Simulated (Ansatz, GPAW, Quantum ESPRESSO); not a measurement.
# One structure in several programs: Mg6AlCd (Amm2, 8 atoms in the cell)

Self-consistent single point.

```xyz
8
Lattice="5.0731 0.0000 0.0000 0.0000 3.1338 5.4691 0.0000 -3.1338 5.4691" Properties=species:S:1:pos:R:3 pbc="T T T"
Mg     0.0000    -1.5649     6.3856
Mg     0.0000     1.5649     6.3856
Mg     0.0000     0.0000     3.6428
Mg     2.5366    -1.5835     4.5405
Mg     2.5366     1.5835     4.5405
Mg     2.5366     0.0000     1.8260
Al     0.0000     0.0000     9.1448
Cd     2.5366     0.0000     7.2870
```

Shared settings, as Ansatz (an electronic-structure program) writes them: kpoints.mp_grid.grid = 3 3 3; scf.occupations.method = fermi_dirac; scf.occupations.width = 0.1 eV. Potentials and cutoffs stand in the table.

```tsv
code	model	pressure (GPa)	largest force (eV/Å)	cutoff
Quantum ESPRESSO	LDA (PZ), GBRV 1.5 ultrasoft (LDA) pseudopotentials	-2.91	0.167	40 Ry
Ansatz	LDA (PW92), PAW files made with PBE	-2.85	0.167	default
GPAW	LDA (Perdew-Wang 92), GPAW PAW datasets LDA (gpaw-data 1.0.1)	-2.89	0.166	850 eV
```

Size of the force on each atom (eV/Å): Sizes of forces hide their directions.

```json
[
 {"code": "Quantum ESPRESSO", "Mg1": "0.073", "Mg2": "0.073", "Mg3": "0.019", "Mg4": "0.167", "Mg5": "0.167", "Mg6": "0.010", "Al7": "0.005", "Cd8": "0.101"},
 {"code": "Ansatz", "Mg1": "0.075", "Mg2": "0.075", "Mg3": "0.018", "Mg4": "0.167", "Mg5": "0.167", "Mg6": "0.011", "Al7": "0.003", "Cd8": "0.106"},
 {"code": "GPAW", "Mg1": "0.079", "Mg2": "0.079", "Mg3": "0.018", "Mg4": "0.166", "Mg5": "0.166", "Mg6": "0.010", "Al7": "0.005", "Cd8": "0.105"}
]
```

The spread over the programs that give each value: pressure within 0.06 GPa; largest force within 0.001 eV/Å.

Ansatz's pressure is given at a fixed set of plane waves, as the other plane-wave codes print theirs. The same LDA comes in different parametrisations, which differ slightly.

The shared mesh is coarse (it stands for a supercell whose shortest vector is 15 Å), so the values are not converged in it.

The starting cell comes from a database of computed structures (which also holds hypothetical and non-ambient phases and stackings), without a prior relaxation at this level.

Left out of this page: CP2K (unsound by tests on forces, stress, charge or solver warnings); Elk (not drawn, or without a comparable value).

Keys are those of Ansatz 0.2.
